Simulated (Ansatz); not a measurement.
Output of an Ansatz run (abridged):

```
WARN the atoms were moved onto the symmetric positions of the space group found under crystal.symmetry.tolerance 1.0e-5 (fractional …
WARN ansatz: RAYON_NUM_THREADS=1 ignored (pool sized by the plan → 1); use --threads N
Pseudopotentials: kind: paw
Pseudopotential: Lu, paw, valence charge 25
Pseudopotential: F, paw, valence charge 7
Crystal: 4 atoms, lattice volume = 53.532 Å³
Basis set: ecut = 420 eV, 1047 PW (Γ)
Bands: 28, of which v1, the nominal top of the filled ones, is band 23 counted from 1 (22 counted from 0)
Symmetry: 12 space group operations
Space group: P-3m1 (ITA 164), of the structure as read, at distance tolerance 3.8e-5 Å
k-points: 50 of 384
PAW frozen core: Lu, regenerated for the run's functional, and the local potential with it
PAW frozen core: F, regenerated for the run's functional, and the local potential with it
Initial density: superposition of atomic densities (neutral atoms: chi_scale 0, normalization atom), corrected by the library's trained network
Initial wavefunctions: pseudopotential atomic-orbital guess
Eigensolver: davidson
Functional: x = slater, c = lda
SCF iter   1: F=—  HF=-16882.112303 eV  |F-HF|=—  |Δ(HF+E_count)|=         —  Δρ=2.10e-2  dr2=1.70e-1  ethr=1.77e-3  ⟨swp⟩=5.0  Hψ=6081  notcnv=0  defer=137
all-band conjugate gradients solve this SCF's bands
preconditioner: auto → Resta (q_TF=auto, 2.660 Å⁻¹)
SCF iter   2: F=—  HF=-16882.061772 eV  |F-HF|=—  |Δ(HF+E_count)|=   5.05e-2  Δρ=4.64e-3  dr2=4.23e-3  ethr=3.70e-4  ⟨swp⟩=2.2  Hψ=3042  notcnv=0  defer=144
SCF iter   3: F=—  HF=-16882.060767 eV  |F-HF|=—  |Δ(HF+E_count)|=   1.01e-3  Δρ=2.28e-3  dr2=1.48e-3  ethr=9.20e-6  ⟨swp⟩=2.9  Hψ=2588  notcnv=0  defer=148
SCF iter   4: F=—  HF=-16882.060855 eV  |F-HF|=—  |Δ(HF+E_count)|=   8.76e-5  Δρ=9.02e-4  dr2=3.20e-4  ethr=3.21e-6  ⟨swp⟩=2.5  Hψ=2803  notcnv=0  defer=148
SCF iter   5: F=—  HF=-16882.060319 eV  |F-HF|=—  |Δ(HF+E_count)|=   5.36e-4  Δρ=2.22e-4  dr2=1.87e-5  ethr=6.96e-7  ⟨swp⟩=3.0  Hψ=3171  notcnv=0  defer=146
SCF iter   6: F=—  HF=-16882.060334 eV  |F-HF|=—  |Δ(HF+E_count)|=   1.56e-5  Δρ=1.26e-4  dr2=6.36e-6  ethr=4.07e-8  ⟨swp⟩=2.6  Hψ=2529  notcnv=0  defer=60
SCF iter   7: F=—  HF=-16882.060334 eV  |F-HF|=—  |Δ(HF+E_count)|=   5.89e-7  Δρ=4.54e-5  dr2=5.86e-7  ethr=1.38e-8  ⟨swp⟩=2.0  Hψ=2500  notcnv=0  defer=60
SCF iter   8: F=—  HF=-16882.060334 eV  |F-HF|=—  |Δ(HF+E_count)|=   1.08e-7  Δρ=1.26e-5  dr2=1.02e-7  ethr=2.17e-10  ⟨swp⟩=13.8  Hψ=10733  notcnv=0
SCF iter   9: F=-16882.060334 eV  HF=-16882.060334 eV  |F-HF|=9.43e-9  |Δ(HF+E_count)|=   8.90e-8  Δρ=5.79e-6  dr2=1.80e-8  ethr=2.17e-10  ⟨swp⟩=6.7  Hψ=7137  notcnv=0
SCF 1 converged in 9 iterations: F = -16882.060334 eV  dr2 = 1.80e-8
SCF converged after 9 iterations
Free energy (F): -16882.060334 eV
Harris-Foulkes:  -16882.060334 eV  (|F-HF|=9.43e-9)
Internal energy: -16882.060334 eV  (E = F + TS)
E sigma→0 (E₀):  -16882.060334 eV
Fermi energy:    5.712221 eV
--- Per-component energies (eV) ---
  E_band       = -157.601380
  E_kinetic    = 1034.982475
  E_local      = -9216.879978  (includes V_loc(G=0)·N_el)
  E_nonlocal   = 816.821081
  E_hartree    = 3812.096196
  E_xc         = -450.774253
  E_vxc        = -561.344711  (∫ρ·V_xc dr)
  E_paw        = -7699.237824  (= ΣΔE_a)
  E_vpaw       = 144.613434  (= ΣTr[D̂ρ^β])
  E_aug_tail   = 0.006011  (compensation charges beyond the density's cutoff)
  E_ewald      = -5181.732431
  E_core_change = 2.658390  (= ΣΔE_core)
  E_smearing   = -0.000000  (= −TS)
  E_closure    = 0.000000  (closes the sum)
  Σ components = -16882.060334   (vs F -16882.060334, Δ=0.00e0)
--- Forces (eV/Å), atoms counted from 1 ---
  atom   1  Lu    -0.00000000     0.00000000     0.00000000
  atom   2  F      0.00000000     0.00000000    -0.04667969
  atom   3  F      0.00000000    -0.00000000     0.04667969
  atom   4  F     -0.00000000     0.00000000     0.00000000
  max |Σ_I F_I| component: 6.94e-18 eV/Å
--- Stress (GPa, compression-positive) ---
       -2.267104       0.000000      -0.000000
        0.000000      -2.267104      -0.000000
       -0.000000      -0.000000      -1.198194
  P = ⅓ Tr σ = -1.9108 GPa (-19.108 kbar)
  The stress holds the Pulay correction. Without it, at fixed plane waves, as pw.x and ABINIT print it: P = -2.9105 GPa
--- Band table (eV; the first three rows and the last of 50) ---
  k-point 0: bands = ["-46.5877", "-17.5530", "-17.3400", "-17.3400", "-15.4943", "-14.4733", "-14.0868", "1.3647", "1.3647", "3.1790", "3.6354", "3.6943", "3.8490", "3.8490", "4.1180", "4.1180", "4.8018", "4.9320", "4.9426", "4.9426", "5.3615", [...]
  k-point 1: bands = ["-46.5873", "-17.7796", "-17.3386", "-17.3386", "-15.4673", "-14.2003", "-14.0212", "1.3626", "1.3626", "2.8724", "3.4263", "3.8151", "3.8680", "3.8680", "4.1086", "4.1086", "4.8019", "4.9229", "4.9229", "4.9239", "5.2866", [...]
  k-point 2: bands = ["-46.5865", "-18.1359", "-17.3357", "-17.3357", "-15.4413", "-14.1260", "-13.4705", "1.3579", "1.3579", "2.1204", "3.2609", "3.8586", "3.9257", "3.9257", "4.0760", "4.0760", "4.8019", "4.8549", "4.8549", "4.8990", "5.0418", [...]
  k-point 49: bands = ["-46.5772", "-18.2004", "-18.0959", "-17.8006", "-14.2670", "-13.9888", "-13.1722", "1.1983", "1.9666", "2.1114", "2.2556", "3.7004", "3.7913", "4.0289", "4.3294", "4.4880", "4.8211", "4.8288", "4.8354", "4.8846", "4.9178", [...]
```

The structure:

```xyz
4
Lattice="3.8273 0.0000 0.0000 -1.9137 3.3146 0.0000 0.0000 0.0000 4.2198" Properties=species:S:1:pos:R:3 pbc="T T T"
Lu     0.0000     0.0000     2.1099
F      0.0000     2.2097     2.5740
F      1.9137     1.1049     1.6458
F      0.0000     0.0000     0.0000
```

Problem. Reconstruct the input of this run.

Solution. Other spellings and defaults could give the same log, and not every line can be read from it. The input that was run (DFT, LDA (PW92), plane waves, default PAW files made with PBE):

Ansatz 0.2 input:
```yaml
crystal:
  lattice:
    - [3.82733800, 0.00000000, 0.00000000]
    - [-1.91366900, 3.31457200, 0.00000000]
    - [0.00000000, 0.00000000, 4.21981200]
  atoms:
    - { symbol: Lu, position: [0.00000000, 0.00000000, 0.50000000] }
    - { symbol: F, position: [0.33333300, 0.66666700, 0.60999000] }
    - { symbol: F, position: [0.66666700, 0.33333300, 0.39001000] }
    - { symbol: F, position: [0.00000000, 0.00000000, 0.00000000] }
basis:
  ecutwfc: 420.0
kpoints:
  mp_grid: { grid: [8, 8, 6] }
hamiltonian:
  xc: lda
  pseudopotentials: { kind: paw }
scf:
  occupations: { method: fixed }
output:
  forces: true
  eigenvalues: true
  stress: true
```

The starting cell comes from a database of computed structures (which also holds hypothetical and non-ambient phases and stackings), without a prior relaxation at this level. Its lattice was rescaled by up to half a per cent. Spin-orbit coupling is off. Ansatz's pressure includes its estimate of the finite-basis (Pulay) stress. Without the estimate this run gives -2.91 GPa.

Ansatz is a program for electronic structure.
